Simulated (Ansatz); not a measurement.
## Al₃Sc (I4/mmm, No. 139, 4 atoms in the cell; start mp-999204; a measured phase of this formula has another space group)

The numbers are results of LDA in Ansatz (plane waves, PAW), not measurements.

Numerical settings: plane-wave cutoff 520 eV, 20×20×20 k mesh, Fermi–Dirac smearing 0.05 eV, scalar-relativistic PAW data made under PBE.

Cell (relaxed at this level):

```
CELL_PARAMETERS angstrom
     -1.97577     1.97577     4.33394
      1.97577    -1.97577     4.33394
      1.97577     1.97577    -4.33394
ATOMIC_POSITIONS crystal
  Sc 0.00000 0.00000 0.00000
  Al 0.75000 0.25000 0.50000
  Al 0.25000 0.75000 0.50000
  Al 0.50000 0.50000 0.00000
```

```json
{
 "band_gap": "none",
 "bulk_modulus": "91.5 GPa"
}
```

Note: the relaxation could not lower the start's symmetry, so the cell can be a saddle point above a distorted one; the bulk modulus is −V dP/dV from two relaxed cells at ±2 % in volume.

A start named mp-… is a Materials Project structure, which need not be a measured phase.

Ansatz is an electronic-structure program.
